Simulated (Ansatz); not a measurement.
A computed series for Si: pressure series

Consider Si in the diamond structure (space group Fd-3m, No. 227; a = 5.444 Å).

Cell and atoms are relaxed at each pressure.

Level of theory: Ansatz (an electronic-structure program), r2SCAN, PAW, cutoff 500 eV, scalar-relativistic without spin-orbit coupling.

Computed cases, in order: pressure −2 GPa; pressure −1 GPa; 0 GPa (base); pressure 1.8 GPa; pressure 4.2 GPa; pressure 9 GPa; pressure 18 GPa; pressure 30 GPa; pressure 45 GPa; pressure 60 GPa.

Task: Between which two neighbouring cases does the band gap open or close?

Result: Between pressure 45 GPa (0.16 eV) and pressure 60 GPa (zero). The whole series: pressure −2 GPa: 0.81 eV; pressure −1 GPa: 0.79 eV; 0 GPa (base): 0.78 eV; pressure 1.8 GPa: 0.74 eV; pressure 4.2 GPa: 0.70 eV; pressure 9 GPa: 0.62 eV; pressure 18 GPa: 0.49 eV; pressure 30 GPa: 0.34 eV; pressure 45 GPa: 0.16 eV; pressure 60 GPa: zero.

Load acts through the strain it causes; cell and atoms are relaxed under it. Whether these cells are dynamically stable was not tested. Measured, Si leaves this structure (for the β-tin structure) near 12 GPa (room temperature; as listed in arXiv:1906.07825). A zero or small gap of Si under pressure 45 GPa and Si under pressure 60 GPa can be the functional's error rather than a property of the material.
